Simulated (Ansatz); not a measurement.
# Cubic perovskite CsSnI₃ (cubic high-temperature phase)

Calculation: PBE (Ansatz, an electronic-structure program, plane waves, PAW).

Run with plane-wave cutoff 520 eV, 4×4×4 k mesh, scalar-relativistic PAW data made under PBE.

Cell: measured lattice: a = b = c = 6.2190 Å, α = β = γ = 90.00°.

```json
{
 "elastic constant C11": "43.4 GPa",
 "elastic constant C12": "6.16 GPa",
 "elastic constant C44": "4.32 GPa",
 "Voigt–Reuss–Hill bulk modulus": "18.6 GPa",
 "polycrystal shear modulus (Hill average)": "8.13 GPa",
 "young_modulus": "21.3 GPa",
 "poisson_ratio": "0.309"
}
```

Note: held by symmetry at 0 K, a high-temperature phase can be a saddle point; the cell isn't this level's own, so it is under some stress, which shifts stiffness and frequencies.

Elastic constants are with the ions relaxed.

Spin–orbit coupling is not included.

The result took very roughly 110 core-seconds.
